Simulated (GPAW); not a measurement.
## How far to go with the k-point mesh at a smearing width of 0.3 eV: Ag (Fm-3m, 1 atom in the cell)

```
CELL_PARAMETERS angstrom
      0.00000     2.05523     2.05523
      2.05523     0.00000     2.05523
      2.05523     2.05523     0.00000
ATOMIC_POSITIONS crystal
  Ag 0.00000 0.00000 0.00000
```

Method: PBE, GPAW PAW datasets PBE (gpaw-data 1.0.1) (plane waves; GPAW).

Base settings: mode = pw; ecut = 600 eV; xc = PBE; kpts = 10 10 10; mesh shift (steps) = 0 0 0; occupations.name = fermi-dirac; occupations.width = 0.1 eV; nbands = -9; convergence.forces = 0.001 eV/Å; symmetry.symmorphic = false.

In this ladder: occupations.width = 0.3 eV.

Only quantities that move along the ladder and can be compared are tabulated.

The count of work is k-points × plane waves × bands × iterations; it is no time. Core times come from one kind of shared machine, to one figure; runs under 30 s give none.

The starting cell has typed, rounded lattice constants, without a prior relaxation at this level. Its lattice was rescaled by up to half a per cent.

| kpts | free energy less the last step's (meV/atom) | pressure (GPa) | count of work / last | core time / last (rough) |
|---|---|---|---|---|
| 5 5 5 | -99.55 | 1.72 | 0.010 | – |
| 6 6 6 | 44.14 | 3.57 | 0.015 | – |
| 7 7 7 | -28.34 | 2.41 | 0.021 | – |
| 9 9 9 | -7.08 | 2.65 | 0.036 | – |
| 10 10 10 | 4.19 | 2.95 | 0.044 | – |
| 12 12 12 | 0.81 | 2.87 | 0.075 | – |
| 15 15 15 | 0.21 | 2.81 | 0.12 | 0.1 |
| 18 18 18 | -0.16 | 2.82 | 0.18 | 0.2 |
| 22 22 22 | -0.05 | 2.82 | 0.34 | 0.3 |
| 27 27 27 | 0.00 | 2.82 | 0.57 | 0.6 |
| 33 33 33 | 0.00 | 2.82 | 1.0 | 1 |

Coarsest kpts that holds the pressure within 0.1 GPa of the last step, with all finer ones: 12 12 12, at 0.075 of the last step's count of work; the step before is off by 0.13 GPa.

Coarsest kpts that holds the free energy within 0.5 meV/atom of the last step, with all finer ones: 15 15 15, at 0.12 of the last step's count of work and about 0.1 of the last step's time; the step before is off by 0.81 meV/atom.
